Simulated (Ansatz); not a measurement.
# Response to strain in SnTe

The parent structure is SnTe in the rock salt structure (space group Fm-3m, No. 225).

```yaml
crystal:
  lattice:
    - [0.00000, 3.18510, 3.18510]
    - [3.18510, 0.00000, 3.18510]
    - [3.18510, 3.18510, 0.00000]
  atoms:
    - { symbol: Te, position: [0.00000, 0.00000, 0.00000] }
    - { symbol: Sn, position: [0.50000, 0.50000, 0.50000] }
```

Cartesian axes are those of the cell as printed.

Strains are applied to the cell and any free atomic positions relax; under biaxial strain the out-of-plane vector relaxes too.

Calculations: r2SCAN (Ansatz, a first-principles code; PAW; 500 eV plane waves; no SOC).

Candidates:
(a) biaxial strain +0.92 %, plane normal [111], relaxed out of plane
(b) uniaxial strain ε_yy = +3.70 %
(c) isotropic strain +5.85 %

Before the change:

| Property | Result |
|---|---|
| Band gap | 0.13 eV |

Problem. Order them by band gap, lowest first.

Solution. (a) biaxial strain +0.92 %, plane normal [111], relaxed out of plane (zero), (b) uniaxial strain ε_yy = +3.70 % (0.14 eV), (c) isotropic strain +5.85 % (0.57 eV)

Spin-orbit coupling, missing from the scalar runs, can matter with Te. Stability against distortions was not tested. The final runs are not spin-polarised. Gaps under 0.05 eV, about the width of the smearing, are given as zero. The zero or small gap of SnTe can change with the level of theory.
